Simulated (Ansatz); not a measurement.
Ag: energy against volume

Ag (fcc, Fm-3m, 16.018 Å³/atom and stress up to 0.01 GPa in the relaxed cell, cube axes along x, y and z) under hydrostatic pressure, with the cell free. LDA in Ansatz, a plane-wave DFT program (PAW, default set), 420 eV, 20×20×20 Γ-centred mesh, Fermi-Dirac smearing 0.05 eV. Against the start cell, which lies near the measured one, the relaxed cell differs by -6.3 % in volume; the values below rest on it.

Here V stands for volume and E for E less E0.

| volume (Å³/atom) | E less E0 (meV/atom) | pressure (GPa) |
|---|---|---|
| 16.2624 | 1.54 | -2.01 |
| 16.1382 | 0.37 | -1.01 |
| 16.0184 | 0.00 | 0.00 |
| 15.9177 | 0.29 | 0.89 |
| 15.7892 | 1.49 | 2.08 |
| 15.5476 | 6.44 | 4.50 |
| 15.1514 | 23.03 | 9.02 |
| 14.7093 | ? | ? |

Taking the third-order Birch-Murnaghan form, a cubic in V^(-2/3) for E over the 7 complete rows: With u = V^(-2/3) - 0.1586, the rows have u = -0.0028086, -0.0020103, -0.0012305, -0.0005675, 0.0002888, 0.0019306, 0.0047170. Least squares gives E = 0.978 + 1579.2·u + 641862·u² + 3055235·u³. Residuals (row less fit): 0.002, -0.002, -0.001, 0.002, 0.002, -0.001, 0.001; standard error 0.003 (degrees of freedom: 3). Its minimum lies at u = -0.0012412, so V0 = (0.1573588)^(-3/2) = 16.02. There d²E/du² = 1261000 and d³E/du³ = 1.833e7, so B0 = (4/9) × 16.02^(-7/3) × 1261000 × 0.160218 = 139 GPa (the last factor turns the table's units into GPa), and B0' = 4 + (2/3) × 0.1573588 × (1.833e7)/1261000 = 5.5. B0' rests on the cubic coefficient alone and has a standard error of 0.1 from these residuals.

Q: Predict the withheld E at V = 14.7093 from the fit, and compare with the calculation.

A: u = 0.0079733, so E = 0.978 + 1579.2 × 0.0079733 + 641862 × 0.0079733² + 3055235 × 0.0079733³ = 55.924 meV/atom. The calculation gives 55.93 meV/atom, 0.006 meV/atom above the prediction (0.0 % of the range of E in the table). The row lies outside the fitted rows, so this is an extrapolation. The scatter of the fitted rows lies at the last printed digit.

In a metal these values are sensitive to mesh and smearing; energies are taken to zero smearing, stresses follow the free energy. Other structures, which can take over under pressure, weren't tried. The same form fitted to the pressure column gives B0' = 5.5; series where the two differ by over 0.4 aren't shown. Rows are the converged runs of the series near zero and its far end, less any whose ions stayed unrelaxed beside relaxed ones; series whose fitted rows scatter by over a few per cent of the range, as at a crossing or softening among them, aren't shown in this form.
